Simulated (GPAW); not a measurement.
Input and output of a self-consistent single point for Ga3P (I4/mmm, 4 atoms in the cell) (GPAW).

Method of the run: LDA (Perdew-Wang 92), GPAW PAW datasets LDA (gpaw-data 1.0.1) (plane waves; GPAW).

```
Ga3P
1.0
   -1.88304     1.88304     5.19306
    1.88304    -1.88304     5.19306
    1.88304     1.88304    -5.19306
Ga P
3 1
Direct
  0.75000   0.25000   0.50000
  0.25000   0.75000   0.50000
  0.50000   0.50000   0.00000
  0.00000   0.00000   0.00000
```

Reference input (self-consistent single point, DFT PBEsol, plane waves, GPAW PAW datasets PBEsol (made by gpaw-setup)): mode = pw; ecut = 600 eV; xc = PBEsol; kpts = 8 8 8; mesh shift (steps) = 0 0 0; occupations.name = fermi-dirac; occupations.width = 0.1 eV; nbands = -8; symmetry.symmorphic = false; symmetry.tolerance = 0.0005; maxiter = 120. This run's input differs from it in these lines:

```diff
@@ -15,3 +15,3 @@
 calc = GPAW(mode={'name': 'pw', 'ecut': 600},
-            xc='PBEsol',
+            xc='LDA',
             kpts={'size': (8, 8, 8), 'gamma': True},
```

Its files differ too (potentials: GPAW PAW datasets LDA (gpaw-data 1.0.1)).

The program printed (abridged):

```
     iter     time        total  log10-change:
                         energy   eigst   dens
iter:   1 --:--:--   -16.352572
iter:   2 --:--:--   -16.335081   -2.05  -1.03
iter:   3 --:--:--   -16.257337   -2.29  -1.06
iter:   4 --:--:--   -16.254938   -2.60  -1.38
iter:   5 --:--:--   -16.223081   -3.15  -1.28
iter:   6 --:--:--   -16.220213   -4.02  -1.98
iter:   7 --:--:--   -16.218477c  -4.06  -2.13
iter:   8 --:--:--   -16.218450c  -6.02  -2.81
iter:   9 --:--:--   -16.218414c  -5.64  -2.80
iter:  10 --:--:--   -16.218424c  -6.42  -3.47
iter:  11 --:--:--   -16.218422c  -8.08c -3.79
iter:  12 --:--:--   -16.218422c  -8.74c -3.81
iter:  13 --:--:--   -16.218421c  -9.02c -3.82
iter:  14 --:--:--   -16.218423c  -8.24c -3.83
iter:  15 --:--:--   -16.218422c  -8.56c -4.28c
Converged after 15 iterations.

Dipole moment: (-0.000000, 0.000000, -0.000000) |e|*Ang

Energy contributions relative to reference atoms: (reference = -167696.774116)

Kinetic:        +28.734268
Potential:      -24.042463
External:        +0.000000
XC:             -20.889890
Entropy (-ST):   -0.049158
Local:           +0.004242
SIC:             +0.000000
--------------------------
Free energy:    -16.243001
Extrapolated:   -16.218422

Showing only first 2 kpts
 Kpt  Band  Eigenvalues  Occupancy
  0     5      4.28276    2.00000
  0     6      6.38645    0.14451
  0     7      6.38645    0.14451
  0     8      6.73206    0.00490

  1     5      4.22051    2.00000
  1     6      4.98737    1.99998
  1     7      6.70119    0.00667
  1     8      9.41259    0.00000

Fermi level: 6.13120

No gap
No difference between direct/indirect transitions
Energy (eV): -16.218422

Forces in eV/Ang:
  0 Ga    0.00000   -0.00000    0.00000
  1 Ga   -0.00000   -0.00000    0.00000
  2 Ga    0.00000   -0.00000    0.00000
  3 P    -0.00000   -0.00000    0.00000

Stress tensor:
     0.035390     0.000000    -0.000000
     0.000000     0.035390    -0.000000
    -0.000000    -0.000000     0.023815
Stress (GPa, Voigt): [ 5.6701  5.6701  3.8156 -0.     -0.      0.    ]
```

The run converged in 15 iterations. GPAW prints stress with tension positive. Against the reference run the pressure goes from -3.36 to -5.05 GPa.

The starting cell comes from a database of computed structures (which also holds hypothetical and non-ambient phases and stackings), without a prior relaxation at this level. With a pressure of about -5 GPa the cell is away from its equilibrium volume at this level. The run gives no clean gap (levels at the Fermi energy touch, overlap or are partly filled at this smearing), which alone does not show that the compound is a metal.

Cost on one core of a shared machine: roughly 50 s.
